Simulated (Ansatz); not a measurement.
Reference: ZnS (F-43m), r2SCAN with spin-orbit coupling, rigid bands (plane waves, PAW; Ansatz, a first-principles code); geometry: cell and atoms relaxed with r2SCAN.

```xyz
2
Lattice="0.0000 2.6952 2.6952 2.6952 0.0000 2.6952 2.6952 2.6952 0.0000" Properties=species:S:1:pos:R:3 pbc="T T T"
Zn     0.0000     0.0000     0.0000
S      1.3476     1.3476     1.3476
```

| Item | Value |
|---|---|
| band gap | 2.68 eV |
| electron conductivity mass | 0.20 mₑ |
| hole conductivity mass | 0.87 mₑ |
| Seebeck coefficient, n-type 1e19 cm⁻³ | -116 μV/K |

Problem. Swap S for Se, keeping the structure type. How do these values move?

Solution. ZnSe (F-43m): volume per atom 19.6 to 22.7 Å³; band gap falls (2.68 eV to 1.74 eV); electron conductivity mass falls (0.20 mₑ to 0.133 mₑ); hole conductivity mass falls (0.87 mₑ to 0.68 mₑ); Seebeck coefficient, n-type 1e19 cm⁻³ falls in size (-116 μV/K to -81 μV/K).

Moves up to 5 % count as about the same. Masses are for dilute carriers at 300 K, harmonic means over directions unless an axis is named. Seebeck coefficients are for the stated density at 300 K, with one relaxation time for all states and whether or not that doping can be reached.
